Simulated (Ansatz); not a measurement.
## Hypothetical simple cubic Ag: pressure 0.7 GPa

Start from Ag in the simple cubic structure (space group Pm-3m, No. 221; a = 2.6846 Å; a hypothetical phase, not in the database extracts checked).

Now apply this change: a hydrostatic pressure of 0.7 GPa.

Method: Kohn–Sham DFT with the PBEsol functional, run in Ansatz (a program for electronic structure) with PAW and 420 eV plane waves, without spin-orbit coupling. Γ-centred 17×17×17 mesh, Fermi–Dirac width 0.05 eV.

The volume per atom decreases by 0.15 Å³, from 19.35 Å³ to 19.20 Å³ and the density rises by 0.07 g/cm³ (9.26 g/cm³ → 9.33 g/cm³). The lattice parameter a drops by 0.7 pm (268.5 pm → 267.8 pm) and the shortest interatomic distance shrinks by 0.7 pm (268.5 pm → 267.8 pm). The enthalpy H = E + PV relative to the base's energy amounts to +0.08 eV/atom and the band gap is still zero.

Final structure:

```
Ag
1.0
    2.67766     0.00000     0.00000
    0.00000     2.67766     0.00000
    0.00000     0.00000     2.67766
Ag
1
Direct
  0.00000   0.00000   0.00000
```

Load acts through the strain it causes; cell and atoms are relaxed under it. No phonon test of stability was made.
